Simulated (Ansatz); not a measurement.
Bond-angle distributions (per cent of the angles at each element, bins of 10°) of a relaxed model of amorphous Ge16Sb8Se32 at 5.09 g/cm³. Method: PBE-D3(BJ), scalar-relativistic without spin-orbit coupling, PAW (Ansatz default set, large-core Se) (plane waves to 420 eV; Ansatz, an electronic-structure program).

A CHGNet melt-quench gave the starting glass, which DFT then relaxed. The hot cell started wider than the set density and was brought back towards it in steps. It is the lowest in DFT energy of 3 quenches. It is a model cell: composition and starting density were chosen by hand, and all elements were melted together. The geometry includes D3(BJ) dispersion. Its density started from a set value of 4.72 and ended at 5.09 g/cm³. Cooling (nominally 100 K/ps over its main leg) ran many orders faster than in experiment, which tends to leave more defects and strain. A cell of this size samples the disorder only roughly. Volume and shape were free in the relaxation. On a 2×2×2 Γ-centred mesh force components of up to 0.14 eV/Å stay, since the relaxation ran on one k-point at (1/4, 1/4, 1/4).

Neighbours within Ge-Ge 2.85 Å, Ge-Sb 3.11 Å, Ge-Se 2.86 Å, Sb-Sb 3.34 Å, Sb-Se 3.00 Å, Se-Se 2.76 Å count as bonded.

```json
[
 {"angle (°)": "50-60", "at Ge": "0", "at Sb": "0", "at Se": "0"},
 {"angle (°)": "60-70", "at Ge": "0", "at Sb": "3", "at Se": "0"},
 {"angle (°)": "70-80", "at Ge": "0", "at Sb": "6", "at Se": "9"},
 {"angle (°)": "80-90", "at Ge": "12", "at Sb": "27", "at Se": "33"},
 {"angle (°)": "90-100", "at Ge": "27", "at Sb": "42", "at Se": "28"},
 {"angle (°)": "100-110", "at Ge": "36", "at Sb": "12", "at Se": "9"},
 {"angle (°)": "110-120", "at Ge": "16", "at Sb": "0", "at Se": "9"},
 {"angle (°)": "120-130", "at Ge": "7", "at Sb": "0", "at Se": "7"},
 {"angle (°)": "130-140", "at Ge": "0", "at Sb": "0", "at Se": "5"},
 {"angle (°)": "140-150", "at Ge": "0", "at Sb": "3", "at Se": "0"},
 {"angle (°)": "150-160", "at Ge": "0", "at Sb": "3", "at Se": "2"},
 {"angle (°)": "160-170", "at Ge": "0", "at Sb": "3", "at Se": "0"},
 {"angle (°)": "170-180", "at Ge": "1", "at Sb": "0", "at Se": "0"}
]
```

They go with these counts of neighbours within the cut-offs, cation contacts included: Ge mean 3.4, most often 3; Sb mean 3.4, most often 3; Se mean 2.4, most often 2.
